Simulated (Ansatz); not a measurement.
Cl on the 1x1 (111) surface of fcc Ag, one in a 2x2 cell, started at the site 'hollow Ag-Ag-Ag over Ag at depth 4.7 Å'

Method: PBE (plane waves to 420 eV, PAW; Ansatz, an electronic-structure program).

Model: 17-atom slab, 7.1 Å thick at the start under the adsorbate (thin: gaps and levels are the slab's own), 6x6x1 mesh, Fermi-Dirac 0.1 eV, dipole correction, 8 atoms held, the rest relaxed; symmetry of the start imposed; no spin, no spin-orbit, no U, no dispersion correction. At the end it is bonded to 3 Ag. In PBE it is, or lies within 0.03 eV of, the lowest of the starts that converged.

The adsorption energy against ½ Cl2(g) is -34.5 kcal/mol and the work function of the top face is 5.57 eV. The change of the work function comes out as 1.13 eV and the change of the step from the bottom to the top vacuum level, against the clean slab comes out as 1.10 eV. The energy released by relaxation is 0.11 eV and the height of the binding atom over the mean of the host atoms within 0.3 Å of the top one is 2.029 Å. The nearest host atoms of the binding atom comes out as Ag at 2.64 Å, Ag at 2.64 Å, Ag at 2.64 Å and the largest move of a host atom is 0.09 Å. The cost comes out as about 4 core-minutes (a rough figure).

A negative adsorption energy means that the adsorbate is more stable on the surface than in its reference.
